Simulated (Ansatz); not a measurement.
Start from InSb in the zinc blende structure (space group F-43m, No. 216).

```xyz
2
Lattice="0.0000 3.2780 3.2780 3.2780 0.0000 3.2780 3.2780 3.2780 0.0000" Properties=species:S:1:pos:R:3 pbc="T T T"
Sb     4.9169     4.9169     4.9169
In     0.0000     0.0000     0.0000
```

The values are results of plane-wave PAW DFT at the r2SCAN level (Ansatz, a quantum-chemistry and plane-wave program, 500 eV), no spin-orbit coupling, not measurements.

Before the change:

- Largest site moment: 0.00 μB
- Magnetic state: not spin-polarised
- Shortest interatomic distance: 283.9 pm

Now apply this change: full substitution Sb → Co; the structure is relaxed again.

Tabulated Pauling electronegativity and covalent radius: Sb 2.05, 1.39 Å; Co 1.88, 1.26 Å.

Q: What does the calculation give for the largest site moment after the change?

A: The largest site moment goes from zero to 1.98 μB.

Q: What does the calculation give for the magnetic state after the change?

A: The magnetic state goes from not spin-polarised to ferromagnetic.

Q: Estimate the effect on the shortest interatomic distance.

A: The shortest interatomic distance decreases by 23.3 pm, from 283.9 pm to 260.6 pm.

The magnetic state is the one reached from the starting moments; the real material's order can differ, and small cells can't hold many antiferromagnetic ones. No phonon test of stability was made. As relaxed here, InCo is a hypothetical phase, not in the database extracts checked. Spin-polarised in the final run: InCo; the other runs are not. Gaps under 0.05 eV, about the width of the smearing, are given as zero.
